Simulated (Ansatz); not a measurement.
Reference: NbIr3 (Pm-3m), PBEsol, DFPT electron-phonon coupling, linearised Boltzmann equation (plane waves, PAW, scalar-relativistic; Ansatz, a first-principles code); geometry: relaxed with this functional, without spin-orbit coupling.

```xyz
4
Lattice="3.8814 0.0000 0.0000 0.0000 3.8814 0.0000 0.0000 0.0000 3.8814" Properties=species:S:1:pos:R:3 pbc="T T T"
Nb     0.0000     0.0000     0.0000
Ir     1.9407     1.9407     0.0000
Ir     0.0000     1.9407     1.9407
Ir     1.9407     0.0000     1.9407
```

The resistivity at 300 K is 7.7 μΩ·cm. The mean free path at 300 K is 18.9 nm, the electron-phonon coupling λ is 0.22 and the logarithmic mean phonon energy is 19.1 meV.

Q: Replace Ir by Rh on the same sites and relax. What happens?

A: NbRh3 (Pm-3m): volume per atom 14.6 to 14.2 Å³; resistivity at 300 K stays about the same (7.7 μΩ·cm to 8.2 μΩ·cm); mean free path at 300 K falls (18.9 nm to 13.3 nm); electron-phonon coupling λ stays about the same (0.22 to 0.24); logarithmic mean phonon energy rises (19.1 meV to 22 meV).

Q: Swap Nb for Rh, keeping the structure type. How do these values move?

A: Ir$_{3}$Rh (Pm-3m): volume per atom 14.6 to 13.9 Å³; resistivity at 300 K falls (7.7 μΩ·cm to 5.2 μΩ·cm); mean free path at 300 K falls (18.9 nm to 8.0 nm); electron-phonon coupling λ rises (0.22 to 0.40); logarithmic mean phonon energy stays about the same (19.1 meV to 19.1 meV).

Q: Replace Ir by Ru on the same sites and relax. What happens?

A: NbRu3 (Pm-3m): volume per atom 14.6 to 14.3 Å³; resistivity at 300 K rises (7.7 μΩ·cm to 12.4 μΩ·cm); mean free path at 300 K falls (18.9 nm to 5.0 nm); electron-phonon coupling λ rises (0.22 to 0.77); logarithmic mean phonon energy stays about the same (19.1 meV to 18.0 meV).

Moves up to 14 % count as about the same. Metals; harmonic phonons alone scatter; means over directions. The mean free path is weighted by the current that each state carries. Halving the electron mesh moves these values by up to 9 %; q meshes are mostly untested. Some of the runs warned that the eigensolver left states short of its tolerance. Spin-orbit coupling is left out.

Formula and space group known from diffraction (Crystallography Open Database), not checked to be the room-temperature form: NbIr3 (Pm-3m), NbRh3 (Pm-3m). Computed structure with no diffraction record at hand here (it may be known, metastable or hypothetical): Ir3Rh (Pm-3m), NbRu3 (Pm-3m). The missing spin-orbit coupling matters most for Ir3Rh (Pm-3m), NbIr3 (Pm-3m).
